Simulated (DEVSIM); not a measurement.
System: abrupt GaAs p-n junction, at 300 K.

Layer 1 from the left is GaAs, thickness (μm) 0.590, Na (cm⁻³) 1.7e15, τn (s) 6.5e-9, τp (s) 6.5e-9. Layer 2 from the left is GaAs, thickness (μm) 160, Nd (cm⁻³) 2.3e15, τn (s) 6.5e-9, τp (s) 6.5e-9.

Left contact: ohmic. Right contact: ohmic. Voltage is applied to the left contact. Recombination: SRH at mid-gap, Auger. Mobility is constant in doping.

The device is made up for the run: typed textbook-type constants, with dimensions and the other settings drawn at random. Values at 300 K.

GaAs: gap (eV) 1.424, affinity (eV) 4.07, permittivity 12.9, Nc (cm⁻³) 4.7e17, Nv (cm⁻³) 9e18, μn (cm²/Vs) 8500, μp (cm²/Vs) 400, Cn (cm⁶/s) 1e-30, Cp (cm⁶/s) 1e-30.

DEVSIM, 1D drift-diffusion, Boltzmann statistics, complete ionisation; no tunnelling, impact ionisation, image-force lowering or self-heating.

### Question
What does the simulation give for the dark forward voltage at 1 A/cm², the potential step across the device at zero bias, the dark forward voltage at 100 A/cm²?

### Answer
dark forward voltage at 1 A/cm² 0.869 V; potential step across the device at zero bias 1.065 V; dark forward voltage at 100 A/cm² 1.503 V.
